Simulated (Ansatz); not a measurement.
**What isotropic strain −0.50 % does to CuI**

Base system: CuI in the zinc blende structure (space group F-43m, No. 216; a = 5.939 Å).

Now apply this change: the cell is scaled by 0.9950 in all directions; the atoms relax in the strained cell.

The values are results of PBEsol/PAW in Ansatz (an electronic-structure program), spin-orbit coupling left out, not measurements. k-mesh 10×10×10 (Γ-centred); smearing 0.05 eV (Fermi–Dirac).

| quantity | base | changed | shift |
|---|---|---|---|
| space group | F-43m (No. 216) | F-43m (No. 216) | – |
| energy relative to the base (free energy F) | 0 meV/atom | +0.9 meV/atom | +0.9 meV/atom |
| pressure | 0.00 GPa | 0.77 GPa | +0.77 GPa |
| band gap | 1.17 eV | 1.22 eV | +0.043 eV |
| gap character | direct at Γ | direct at Γ | – |
| mean gap deformation potential ΔEg/Δln V | – | -2.9 eV | – |
| width of the top valence band | 1.74 eV | 1.80 eV | +0.06 eV |
| electron mass | 0.14 mₑ (at Γ) | 0.14 mₑ (at Γ) | – |
| hole mass (degenerate bands, along [100]) | 0.20, 0.64, 0.64 mₑ (at Γ) | 0.20, 0.62, 0.62 mₑ (at Γ) | – |
| valley order (the lowest conduction-band minima on the path, energy above the VBM, named in the base's zone) | Γ 1.17 eV; L along ⟨111⟩ 2.11 eV; X along ⟨100⟩ 2.47 eV | Γ 1.22 eV; L along ⟨111⟩ 2.13 eV; X along ⟨100⟩ 2.44 eV | – |

Final structure:

```
CuI
1.0
    0.00000     2.95481     2.95481
    2.95481     0.00000     2.95481
    2.95481     2.95481     0.00000
Cu I
1 1
Cartesian
  0.00000   0.00000   0.00000
  1.47741   1.47741   1.47741
```

Spin-orbit coupling, missing from the scalar runs, can matter with I. Masses are band curvatures over ±0.01 Å⁻¹ around the edge. Whether these cells are dynamically stable was not tested. All final runs are without spin polarisation.
